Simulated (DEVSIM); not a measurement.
Structure: W/SiO2/p-GaAs capacitor, at 300 K.

```
layer (left to right)  material  thickness (nm)  Na (cm⁻³)
---------------------  --------  --------------  ---------
1                          SiO2            1.00          -
2                          GaAs            1100     3.6e17
```

Metal gate on the left, work function 4.6 eV. Fixed charge at the semiconductor interface 0 cm⁻² (in units of +e); interface traps 1.7e10 cm⁻² eV⁻¹, uniform in energy, neutral level at 0.5 of the gap above the valence band.

The device is made up for the run: typed textbook-type constants, with dimensions and the other settings drawn at random. Values at 300 K.

```
parameter      SiO2    GaAs
-------------  ----  ------
gap (eV)          9   1.424
affinity (eV)   0.9    4.07
permittivity    3.9    12.9
Nc (cm⁻³)         -  4.7e17
Nv (cm⁻³)         -    9e18
```

DEVSIM, 1D Poisson equation in equilibrium, Boltzmann statistics, complete ionisation; no quantum confinement or tunnelling. Metal contacts follow the ideal Schottky-Mott rule: no Fermi-level pinning, no interface dipoles.

### Question
Give the band bending (positive: bands bend down) and minority sheet density.

### Answer

```json
[
 {"Vg (V)": "-0.9", "ψs (V)": "-0.053", "minority carriers (cm⁻²)": "< 1e8"},
 {"Vg (V)": "-0.6", "ψs (V)": "0.171", "minority carriers (cm⁻²)": "< 1e8"},
 {"Vg (V)": "-0.3", "ψs (V)": "0.444", "minority carriers (cm⁻²)": "< 1e8"},
 {"Vg (V)": "0", "ψs (V)": "0.724", "minority carriers (cm⁻²)": "< 1e8"},
 {"Vg (V)": "0.3", "ψs (V)": "1.007", "minority carriers (cm⁻²)": "< 1e8"},
 {"Vg (V)": "0.6", "ψs (V)": "1.293", "minority carriers (cm⁻²)": "5.5e9"}
]
```
